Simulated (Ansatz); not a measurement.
System: Mg2TiO4 (Imma, No. 74, 14 atoms in the cell; start mp-33297). Method: r²SCAN (plane waves, PAW; Ansatz, a first-principles code).

Numerical settings: plane-wave cutoff 560 eV, 8×8×8 k mesh, Fermi–Dirac smearing 0.01 eV, no spin polarisation, scalar-relativistic PAW data made under PBE.

Cell (relaxed with PBEsol):

```
CELL_PARAMETERS angstrom
     -2.96563     2.97940     4.23931
      2.96563    -2.97940     4.23931
      2.96563     2.97940    -4.23931
ATOMIC_POSITIONS crystal
  Mg 0.88612 0.13612 0.75000
  Mg 0.11388 0.86388 0.25000
  Mg 0.50000 0.50000 0.50000
  Mg 0.50000 0.00000 0.00000
  Ti 0.00000 0.50000 0.50000
  Ti 0.50000 0.50000 0.00000
  O  0.74804 0.27377 0.02573
  O  0.25196 0.72623 0.97427
  O  0.74804 0.72231 0.47427
  O  0.25196 0.27769 0.52573
  O  0.28800 0.27356 0.01444
  O  0.71200 0.72644 0.98556
  O  0.75912 0.27356 0.48556
  O  0.24088 0.72644 0.51444
```

What does this level give for the band gap and smallest direct gap on the k points sampled?


* **band gap**: 3.16 eV (indirect)
* **smallest direct gap on the k points sampled**: 3.18 eV

Note: cell and atoms aren't relaxed at this level (largest force component 0.11 eV/Å, pressure 0.3 GPa).

The computed numbers hold no vibrational or temperature effects.

A start named mp-… is a Materials Project structure, which need not be a measured phase.
